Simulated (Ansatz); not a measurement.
The reference is BaTiO₃ in the cubic perovskite structure (space group Pm-3m, No. 221).

```
BaTiO3
1.0
    3.99442     0.00000     0.00000
    0.00000     3.99442     0.00000
    0.00000     0.00000     3.99442
Ba Ti O
1 1 3
Direct
  0.00000   0.00000   0.00000
  0.50000   0.50000   0.50000
  0.00000   0.50000   0.50000
  0.50000   0.50000   0.00000
  0.50000   0.00000   0.50000
```

Cartesian axes are those of the cell as printed.

The values are results of r2SCAN/PAW in Ansatz (an electronic-structure program), no SOC, earlier PAW set, not measurements.

Strains are applied to the cell and any free atomic positions relax; under biaxial strain the out-of-plane vector relaxes too.

One change was made to it. Results:

```csv
quantity,base,after
energy relative to the base (free energy F),0 meV/atom,+6.5 meV/atom
band gap,2.18 eV,2.17 eV
```

**Question.** What was done to the base?
A. isotropic strain +5.95 %
B. uniaxial strain ε_yy = −2.51 %
C. biaxial strain −1.50 %, plane normal [001], relaxed out of plane

**Answer.** C, biaxial strain −1.50 %, plane normal [001], relaxed out of plane. For comparison, the energy relative to the base in the other runs: isotropic strain +5.95 % gives +188 meV/atom; uniaxial strain ε_yy = −2.51 % gives +8.6 meV/atom.

Stability against distortions was not tested. All final runs are without spin polarisation. Many cubic perovskites are stable only at high temperature; tilts and polar distortions were not tested. This is not the structure that BaTiO3 has at room temperature and ambient pressure.
